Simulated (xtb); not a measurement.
xtb 6.7.1, GFN2-xTB: [CH3][Ge]([CH3])([CH3])[O][SiH3], 18 atoms. The geometry is a generated start, not checked to be a minimum at this level.

```json
{
  "method": "GFN2-xTB",
  "--acc": "1 (default)",
  "--etemp (K)": "300 (default)",
  "detailed input (--input)": "none: ANC optimiser, Lindh (1995) Hessian, microcycle=20, maxdispl=1.0, hlow=0.01 (default)",
  "basis_functions": "48",
  "valence_electrons": "38"
}
```

```xyz
18

Si     2.7072     0.1850     0.5119
O      1.1078     0.1406     0.6845
Ge    -0.5164    -0.0242    -0.0030
C     -0.6863    -1.9240    -0.5721
C     -1.6961     0.4608     1.5218
C     -0.6067     1.2535    -1.5284
H      3.1706    -0.9954    -0.2282
H      3.0842     1.3980    -0.2229
H      3.2124     0.1993     1.8838
H     -1.7272    -2.1627    -0.7625
H     -0.3198    -2.5819     0.2090
H     -0.1192    -2.1055    -1.4783
H     -1.5666    -0.2419     2.3405
H     -2.7380     0.4543     1.2172
H     -1.4431     1.4528     1.8827
H      0.3556     1.3008    -2.0324
H     -0.8586     2.2514    -1.1779
H     -1.3598     0.9392    -2.2458
```

The structure is relaxed from this start with --opt LEVEL for the levels crude, sloppy, loose, lax, normal, tight, vtight, extreme, once each. Up to the end of the extreme run atoms move by at most 0.47 Å along an axis.

Problem. Which level is enough to come within 5 meV of the tightest end point?

Solution. lax: 11 cycles against 31, ending 1.6 meV above.

```csv
level,cycles,energy above the extreme run (meV),gradient norm (eV/Å)
crude,1,14,0.16
sloppy,1,14,0.16
loose,1,14,0.16
lax,11,1.6,0.080
normal,20,0.24,0.027
tight,22,0.18,0.0098
vtight,29,under 0.01,0.0040
extreme,31,—,0.0022
```
